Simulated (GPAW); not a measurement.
Band structure of WBr6 (R-3, 7 atoms in the cell).

```xyz
7
Lattice="3.2802 1.8938 5.9655 -3.2802 1.8938 5.9655 0.0000 -3.7877 5.9655" Properties=species:S:1:pos:R:3 pbc="T T T"
W      0.0000     0.0000     0.0000
Br    -1.2698    -1.8651    10.5110
Br     1.2698     1.8651     7.3855
Br     2.2501    -0.1671    10.5110
Br    -2.2501     0.1671     7.3855
Br    -0.9803     2.0322    10.5110
Br     0.9803    -2.0322     7.3855
```

Method: LDA (Perdew-Wang 92), GPAW PAW datasets LDA (gpaw-data 1.0.1) (plane waves; GPAW).

Settings: mode = pw; ecut = 550 eV; xc = LDA; kpts = 3 3 3; mesh shift (steps) = 0 0 0; occupations.name = fermi-dirac; occupations.width = 0.01 eV; nbands = -8; convergence.forces = 0.001 eV/Å; convergence.bands = -6; symmetry.symmorphic = false; symmetry.tolerance = 0.0005; maxiter = 120; bandpath_npoints = 40.

The starting cell comes from a database of computed structures (which also holds hypothetical and non-ambient phases and stackings), without a prior relaxation at this level. Spin-orbit coupling is off.

Problem. Predict the gap along the standard path and the places of the band edges.

Solution. The gap along the path is 0.85 eV, direct at Γ to within 0.01 eV. Another conduction valley lies within 0.1 eV, so the order of the valleys is not sure.

Levels in eV from the top of the valence band on the SCF mesh, bands 25 to 32:
```csv
point,25,26,27,28,29,30,31,32
Γ,-0.34,-0.10,-0.10,0.00,0.86,1.26,1.26,4.42
L,-0.43,-0.29,-0.22,-0.17,0.91,1.17,1.64,4.10
Z,-0.27,-0.27,-0.22,-0.22,1.18,1.41,1.41,4.19
F,-0.52,-0.33,-0.30,-0.04,0.96,1.28,1.67,4.03
P1,-0.51,-0.34,-0.27,-0.11,1.04,1.43,1.59,4.09
P,-0.51,-0.34,-0.27,-0.11,1.04,1.43,1.59,4.09
```
